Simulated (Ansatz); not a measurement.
L1₀ (CuAu-type) TiAl was calculated with rVV10 (plane waves, PAW; Ansatz, an electronic-structure program).

Numerical settings: plane-wave cutoff 520 eV, 20×20×14 k mesh (along the axes of the cell as run), Fermi–Dirac smearing 0.05 eV, no spin polarisation, scalar-relativistic PAW data made under PBE.

Energies at three volumes about the minimum:

```json
[
 {"V (Å³/atom)": "15.853", "E − E_lowest (meV/atom)": "2.43"},
 {"V (Å³/atom)": "16.176", "E − E_lowest (meV/atom)": "0.00"},
 {"V (Å³/atom)": "16.500", "E − E_lowest (meV/atom)": "2.28"}
]
```

Task: Fit a parabola by hand: where is the minimum, and what is the bulk modulus?

Result: Slopes: (0.00 − 2.43)/(16.176 − 15.853) = -7.523 and (2.28 − 0.00)/(16.500 − 16.176) = 7.037 meV/Å³. Curvature E″ = 2 × (7.037 − (-7.523))/(16.500 − 15.853) = 45.008 meV/Å⁶. From the middle of the first interval, the slope vanishes at V0 = 16.0145 − (-7.523)/45.008 = 16.182 Å³/atom. B = V0 E″ = 16.182 × 45.008 meV/Å³ × 0.1602 GPa per meV/Å³ = 117 GPa. The full Birch–Murnaghan fit to all volumes gives V0 = 16.176 Å³/atom and B0 = 116 GPa.

Shape and atoms are relaxed at each volume.

Note: the bulk modulus comes from volumes at which shape and atoms were relaxed.
